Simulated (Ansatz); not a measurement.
**metastable 2H silicon carbide: the defect F on the C site (F_C)**

The numbers are results of PBE, PAW (plane waves to 420 eV; Ansatz, a quantum-chemistry and plane-wave program), not measurements. The supercell holds 96 host sites (3×2×2 repeats of the unit cell), with a 2×2×2 shifted k-point sampling for the final energies. Site at the start: the C site. Finite-size correction: monopole term and site-potential alignment. Dielectric constants: PBE linear response of the host. Host gap at this level: 2.31 eV. These values are not converged in cell size to better than tenths of an eV. Levels are measured in PBE's own, too narrow, gap. Spin–orbit coupling is left out. Each state is the lowest found from its start.

Formation energies E_f are given with the Fermi level at the valence-band maximum. Chemical conditions: C-rich (Δμ(C) = 0.00 eV, Δμ(F) = -3.81 eV, bounded by SiF4 molecule; only phases computed here count, gases as isolated molecules at 0 K); Si-rich (Δμ(C) = -0.40 eV, Δμ(F) = -3.91 eV, bounded by SiF4 molecule; only phases computed here count, gases as isolated molecules at 0 K). Reference phases: C: graphite, F: F2 molecule in a box.

Charges from +3 to −1 were run; one beyond them could lie lower near a band edge.

```json
[
 {"charge": "+3", "moment (μB)": "not spin-polarised", "largest move off a lattice site (Å)": "0.45", "image correction with alignment (eV)": "1.47", "E_f, C-rich (eV)": "2.68", "E_f, Si-rich (eV)": "2.38"},
 {"charge": "+2", "moment (μB)": "1.0", "largest move off a lattice site (Å)": "0.45", "image correction with alignment (eV)": "0.67", "E_f, C-rich (eV)": "3.27", "E_f, Si-rich (eV)": "2.97"},
 {"charge": "+1", "moment (μB)": "not spin-polarised", "largest move off a lattice site (Å)": "0.77", "image correction with alignment (eV)": "0.17", "E_f, C-rich (eV)": "3.86", "E_f, Si-rich (eV)": "3.56"},
 {"charge": "0", "moment (μB)": "1.0", "largest move off a lattice site (Å)": "0.79", "image correction with alignment (eV)": "0.00", "E_f, C-rich (eV)": "5.90", "E_f, Si-rich (eV)": "5.60"},
 {"charge": "−1†", "moment (μB)": "not spin-polarised", "largest move off a lattice site (Å)": "0.86", "image correction with alignment (eV)": "0.18", "E_f, C-rich (eV)": "–", "E_f, Si-rich (eV)": "–"}
]
```

† Not settled in this cell, so no level is given: charge −1: level within 0.1 eV of a band edge or past it.

Transition levels above the valence-band maximum: ε(+3/+2) = 0.59 eV; ε(+2/+1) = 0.59 eV; ε(+1/0) = 2.04 eV. On the lower envelope of the bound states, inside the gap: (+3/+2) at 0.59 eV; (+2/+1) at 0.59 eV; (+1/0) at 2.04 eV.

Flagged in the runs: a host whose relaxation on this sampling wasn't shown to rest, a strain field that reaches the edge of the cell.
